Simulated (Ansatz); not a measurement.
Input:

End structure of a constructed model of the (0001) surface of hcp Ru, (√3x√3)R30° surface alloy, Sn on one Ru site of the top plane (bottom of the slab: a bare face, its two planes held):

```
CELL_PARAMETERS angstrom
      4.08210     2.35680     0.00000
     -4.08210     2.35680     0.00000
      0.00000     0.00000    27.00000
ATOMIC_POSITIONS crystal
  Ru 0.33333 0.00000 0.30151
  Ru 0.66667 0.66667 0.30151
  Ru 0.00000 0.33333 0.30151
  Ru 0.33333 0.33333 0.38101
  Ru 0.66667 0.00000 0.38101
  Ru 0.00000 0.66667 0.38101
  Ru 0.33333 0.00027 0.46027
  Ru 0.66639 0.66639 0.46027
  Ru 0.00027 0.33333 0.46027
  Ru 0.33333 0.33333 0.54135
  Ru 0.66667 0.00000 0.53994
  Ru 0.00000 0.66667 0.53994
  Ru 0.33333 0.00213 0.61895
  Ru 0.66454 0.66454 0.61895
  Ru 0.00213 0.33333 0.61895
  Sn 0.33333 0.33333 0.71927
  Ru 0.66667 0.00000 0.69726
  Ru 0.00000 0.66667 0.69726
```

Set-up: 18 atoms, 10.7 Å thick at the start with caps and adatoms (thin: gaps and levels are the slab's own); mesh 9x9x1; 0.1 eV smearing; dipole correction on; 6 atoms held, the rest relaxed; held to the start's symmetry, so lower structures may exist; no spin, no spin-orbit, no U. It is one candidate, not shown to be the stable structure of the face.

**Question.** What is the computed work function of the top face (PBE (Ansatz, an electronic-structure program))?

**Answer.** 4.31 eV
